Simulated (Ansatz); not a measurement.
Data:

```
Pb
1.0
    0.00000     2.44357     2.44357
    2.44357     0.00000     2.44357
    2.44357     2.44357     0.00000
Pb
1
Direct
  0.00000   0.00000   0.00000
```

Calculation: LDA, DFPT electron-phonon coupling, linearised Boltzmann equation (plane waves, PAW, scalar-relativistic; Ansatz, a first-principles code). Condition of this run: functional LDA. How the cell was made: relaxed with this functional, without spin-orbit coupling.

Question: What phonon-limited resistivity does this give at 300 K?

Answer: 11.2 μΩ·cm.

Question: How long is the mean free path there?

Answer: 7.7 nm, weighted by the current that each state carries. Wires not much wider than this gain resistivity from their walls.

A metal at this level (no band gap). Only scattering by harmonic phonons is included (no impurities, grain boundaries, electron-electron scattering or thermal expansion). Spin-orbit coupling is left out, which matters with elements this heavy. The run warned that the eigensolver left some states short of its tolerance. Halving the electron mesh (28x28x28) moves the resistivity by up to 2 % at 300 K, the mean free path by up to 1 %. Smearing 0.20 eV; phonons on a 5x5x5 q mesh, which this run doesn't test.
